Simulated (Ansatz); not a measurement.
Here is the system:

End structure of H on the 1x1 (111) surface of fcc Rh, one in a 2x2 cell, started at the site 'hollow Rh-Rh-Rh over Rh at depth 4.4 Å':

```yaml
crystal:
  lattice:
    - [5.41644, 0.00000, 0.00000]
    - [-2.70822, 4.69077, 0.00000]
    - [0.00000, 0.00000, 26.00000]
  atoms:
    - { symbol: Rh, position: [0.16667, 0.33333, 0.37435] }
    - { symbol: Rh, position: [0.16667, 0.83333, 0.37435] }
    - { symbol: Rh, position: [0.66667, 0.33333, 0.37435] }
    - { symbol: Rh, position: [0.66667, 0.83333, 0.37435] }
    - { symbol: Rh, position: [0.33333, 0.16667, 0.45810] }
    - { symbol: Rh, position: [0.33333, 0.66667, 0.45810] }
    - { symbol: Rh, position: [0.83333, 0.16667, 0.45810] }
    - { symbol: Rh, position: [0.83333, 0.66667, 0.45810] }
    - { symbol: Rh, position: [0.99967, 0.99984, 0.54198] }
    - { symbol: Rh, position: [0.00000, 0.50000, 0.54167] }
    - { symbol: Rh, position: [0.50016, 0.99984, 0.54198] }
    - { symbol: Rh, position: [0.50016, 0.50033, 0.54198] }
    - { symbol: Rh, position: [0.16393, 0.33607, 0.62640] }
    - { symbol: Rh, position: [0.16393, 0.82786, 0.62640] }
    - { symbol: Rh, position: [0.67214, 0.33607, 0.62640] }
    - { symbol: Rh, position: [0.66667, 0.83333, 0.62573] }
    - { symbol: H, position: [0.33333, 0.16667, 0.66312] }
```

Model: 17-atom slab, 6.5 Å thick at the start under the adsorbate (thin: gaps and levels are the slab's own), 6x6x1 mesh, Fermi-Dirac 0.1 eV, dipole correction, single point; on the structure that PBE left under its start's symmetry; no spin, no spin-orbit, no U, no dispersion correction. At the end it is bonded to 3 Rh. In PBE it is, or lies within 0.03 eV of, the lowest of the starts that converged; the order may differ at this level.

A negative adsorption energy means that the adsorbate is more stable on the surface than in its reference.

Task: Predict the adsorption energy against ½ H2(g) at the same level from r2SCAN, at the PBE geometry (Ansatz, an electronic-structure program).

Result: -0.61 eV

Task: What is the computed work function of the top face (r2SCAN, at the PBE geometry)?

Result: 5.21 eV

Task: Give the change of the work function at the level r2SCAN, at the PBE geometry.

Result: 0.078 eV

Task: Give the change of the step from the bottom to the top vacuum level, against the clean slab at the level r2SCAN, at the PBE geometry.

Result: 0.069 eV
